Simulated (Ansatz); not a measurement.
## Hypothetical diamond Ga, pressure series

Base system: Ga in the diamond structure (space group Fd-3m, No. 227; a hypothetical phase, not in the database extracts checked).

```
Ga
1.0
    0.00000     2.94216     2.94216
    2.94216     0.00000     2.94216
    2.94216     2.94216     0.00000
Ga
2
Direct
  0.75000   0.75000   0.75000
  0.50000   0.50000   0.50000
```

Cell and atoms are relaxed at each pressure.

Calculations: Ansatz (a program for electronic structure), PBE, PAW, cutoff 420 eV, scalar-relativistic without spin-orbit coupling.

```tsv
P (GPa)	V (Å³/atom)
-2.00	27.179
-0.98	26.229
0.30	25.255
0.70	24.985
1.51	24.481
3.00	23.687
5.00	22.821
7.50	21.936
10.00	21.201
```

**Question.** Fit a third-order Birch–Murnaghan equation of state.

**Answer.** Least squares on P(V) = (3B₀/2)[(V₀/V)^(7/3) − (V₀/V)^(5/3)]·[1 + (3/4)(B₀′ − 4)((V₀/V)^(2/3) − 1)] gives V₀ = 25.45 Å³/atom, B₀ = 35 GPa and B₀′ = 4.7.

Load acts through the strain it causes; cell and atoms are relaxed under it. Whether these cells are dynamically stable was not tested. Competing high-pressure phases were not computed.
